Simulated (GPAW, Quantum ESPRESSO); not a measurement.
A GPAW input for a self-consistent single point of AgAuO2 (P2_1/c, 8 atoms in the cell) (DFT PBEsol, plane waves, GPAW PAW datasets PBEsol (made by gpaw-setup)):

```python
from ase import Atoms
from ase.units import GPa
from gpaw import GPAW

atoms = Atoms(['Ag', 'Ag', 'Au', 'Au', 'O', 'O', 'O', 'O'],
              cell=[[5.581849, 0.000000, 0.000000],
                    [0.000000, 3.858262, 0.000000],
                    [-1.319652, 0.000000, 5.288117]],
              scaled_positions=[[0.500000, 0.500000, 0.000000],
                                [0.500000, 0.000000, 0.500000],
                                [0.000000, 0.500000, 0.500000],
                                [0.000000, 0.000000, 0.000000],
                                [0.200160, 0.205750, 0.777450],
                                [0.799840, 0.794250, 0.222550],
                                [0.799840, 0.705750, 0.722550],
                                [0.200160, 0.294250, 0.277450]],
              pbc=True)

calc = GPAW(mode={'name': 'pw', 'ecut': 900},
            xc='PBEsol',
            kpts={'size': (3, 5, 4), 'gamma': True},
            occupations={'name': 'fixed-uniform'},
            nbands=-4,
            convergence={'density': 1e-05, 'energy': 1e-05, 'bands': -2},
            symmetry={'symmorphic': False, 'tolerance': 0.0005},
            maxiter=100)

atoms.calc = calc

energy = atoms.get_potential_energy()
print('Energy (eV):', round(energy, 6))
forces = atoms.get_forces()
print('Forces (eV/Ang):')
print(forces.round(5))
stress = atoms.get_stress()
print('Stress (GPa, Voigt):', (stress / GPa).round(4))
```

Write the same calculation as an input for Quantum ESPRESSO.

One input that does it (others would too):

```fortran
&CONTROL
   calculation = 'scf'
   prefix = 'agauo2'
   outdir = './out'
   pseudo_dir = './'
   tprnfor = .true.
   tstress = .true.
/
&SYSTEM
   ibrav = -12
   celldm(1) = 10.54816588
   celldm(2) = 0.6912157602
   celldm(3) = 0.9764309565
   celldm(5) = -0.2421250909
   nat = 8
   ntyp = 3
   ecutwfc = 40
   ecutrho = 320
   occupations = 'fixed'
   nbnd = 48
/
&ELECTRONS
   conv_thr = 1.0d-10
   mixing_beta = 0.7
/
ATOMIC_SPECIES
Ag   107.8682  ag_pbesol_v1.4.uspp.F.UPF
Au   196.9666  au_pbesol_v1.uspp.F.UPF
O     15.9990  o_pbesol_v1.2.uspp.F.UPF
ATOMIC_POSITIONS {angstrom}
Ag    2.79092450    1.92913100    0.00000000
Ag    2.13109850    0.00000000    2.64405850
Au   -0.65982600    1.92913100    2.64405850
Au    0.00000000    0.00000000    0.00000000
O     0.09129945    0.79383741    4.11124656
O     4.17089755    3.06442459    1.17687044
O     3.51107155    2.72296841    3.82092894
O     0.75112545    1.13529359    1.46718806
K_POINTS {automatic}
3 5 4  0 0 0
```

Basis, cutoffs, solver keys and any potentials are the target program's own. This input uses DFT, PBEsol, plane waves, GBRV 1.5 ultrasoft (PBESOL) pseudopotentials.

The starting cell comes from a database of computed structures (which also holds hypothetical and non-ambient phases and stackings), without a prior relaxation at this level. Its lattice was rescaled by a random factor within 2.5 % of one.
